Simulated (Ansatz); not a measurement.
An Ansatz (a quantum-chemistry and plane-wave program) input (PBEsol in Ansatz (plane waves to 420 eV, PAW, without spin-orbit coupling)):

Ansatz 0.2 input:
```yaml
crystal:
  lattice:
    - [0, 2.109733516, 2.109733516]
    - [2.109733516, 0, 2.109733516]
    - [2.109733516, 2.109733516, 0]
  atoms:
    - { symbol: Ga, position: [0, 0, 0] }
    - { symbol: N, position: [0.5, 0.5, 0.5] }
basis: { ecutwfc: 420, ecutrho_ratio: 4, xc_grid: 2, fft_grid_basis: typed }
kpoints: { mp_grid: { grid: [31, 31, 31] } }
hamiltonian:
  xc: pbesol
  dispersion: none
  pseudopotentials: { kind: paw }
total_charge: 0.028171
scf: { occupations: { method: fermi_dirac, width: 0.0259 }, convergence: { dr2_threshold: 0.0000000002 } }
relax: { f_tol: 0.005, max_steps: 30 }
output: { forces: true, stress: true }
checkpoint: { write: state.ck, write_every: 1000 }
```

Question: Which symmetry and how many k-points will the program report, and about how many plane waves at Γ?

Answer: Space group Fm-3m (ITA 225) with 48 operations, k-points 816 of 29791, and 339 plane waves at Γ.

Carriers are added with a uniform compensating background; total energy and stress of such cells depend on the potential's zero and are not compared; many-body gap narrowing is missing at this level. Stability against distortions was not tested. The cell was made from GaN in the rock salt structure (space group Fm-3m, No. 225) by this change: holes 1.5×10^21 cm⁻³. This is not the structure that GaN has at room temperature and ambient pressure.
